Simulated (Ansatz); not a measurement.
# SnGe (model structure, started from the litharge type, P4/nmm, No. 129, 4 atoms in the cell): c axis length by level of theory

No measured value is used here.

```json
[
 {"level (code)": "PBE (Ansatz)", "value (Å)": "6.003"},
 {"level (code)": "PBEsol (Ansatz)", "value (Å)": "5.877"},
 {"level (code)": "PBE-D3(BJ) (Ansatz)", "value (Å)": "5.864"}
]
```

PBE-D3(BJ): a distance lies near a switch of the dispersion term, which can move the cell. Ansatz's density-functional and Hartree–Fock values are scalar-relativistic unless marked +SOC, with PAW data made under PBE.

A model structure was made by putting elements into a prototype or built by hand; it is no filed structure, need not be a known phase, and can be a saddle point held by its symmetry.

Ansatz is an electronic-structure program.
